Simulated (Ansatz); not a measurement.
**Response to strain in CdS**

Start from CdS in the wurtzite structure (space group P6_3mc, No. 186).

```yaml
crystal:
  lattice:
    - [4.19625, 0.00000, 0.00000]
    - [-2.09812, 3.63406, 0.00000]
    - [0.00000, 0.00000, 6.82952]
  atoms:
    - { symbol: Cd, position: [0.66667, 0.33333, 0.49977] }
    - { symbol: Cd, position: [0.33333, 0.66667, 0.99977] }
    - { symbol: S, position: [0.66667, 0.33333, 0.12323] }
    - { symbol: S, position: [0.33333, 0.66667, 0.62323] }
```

Strains are applied to the cell and any free atomic positions relax.

Computed with Kohn–Sham DFT with the PBE functional, run in Ansatz (a first-principles code) with PAW and 420 eV plane waves, no SOC.

```csv
isotropic strain (%),band gap (eV)
-3,1.32
-2.4,?
-1.8,1.24
-1.2,1.20
-0.6,1.15
0,1.11
```

Fit E_g = E₀ + Dε (ε in %) to the rows shown and predict the withheld row.

Least squares on the printed values gives E₀ = 1.11 eV, D = -70.5 meV per % of strain (largest residual 0.00 eV); this predicts 1.28 eV, and the run gives 1.28 eV, in agreement.

Gaps are Kohn–Sham eigenvalue differences; semilocal functionals usually give less than the measured gap. No phonon test of stability was made.
